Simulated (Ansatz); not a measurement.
Adsorption energy and surface dipole of H on the 1x1 (111) surface of fcc Ni, ferromagnetic, one in a 2x2 cell, started at the site 'hollow Ni-Ni-Ni over Ni at depth 2.0 Å', worked from the runs' numbers; total energies count from the potentials' own zero.

These are PBE (plane waves to 420 eV, PAW; Ansatz, an electronic-structure program) values and carry that method's errors.

Slab: 17 atoms, 6.0 Å thick at the start under the adsorbate (thin: gaps and levels are the slab's own); k 7x7x1, smearing 0.1 eV, dipole-corrected; 8 atoms held, the rest relaxed; start symmetry kept, larger cells not searched; spin-polarised, no spin-orbit, no U, no dispersion correction. At the end it is bonded to 3 Ni. In PBE it is, or lies within 0.03 eV of, the lowest of the starts that converged.

```json
[
 {"quantity": "slab with the adsorbate", "value": "-93446.757 eV"},
 {"quantity": "clean slab, same cell and mesh", "value": "-93430.338 eV"},
 {"quantity": "reference, ½ H2(g)", "value": "-15.872 eV"},
 {"quantity": "area of the cell", "value": "21.45 Å²"},
 {"quantity": "change of the step from the bottom to the top vacuum level", "value": "0.039 eV"}
]
```

Question: What is the adsorption energy against this reference?

Answer: E(slab + adsorbate) − E(slab) − E(reference) = -0.55 eV, so in this state the adsorbate is more stable than in the reference, at a coverage of 4.66 a nm².
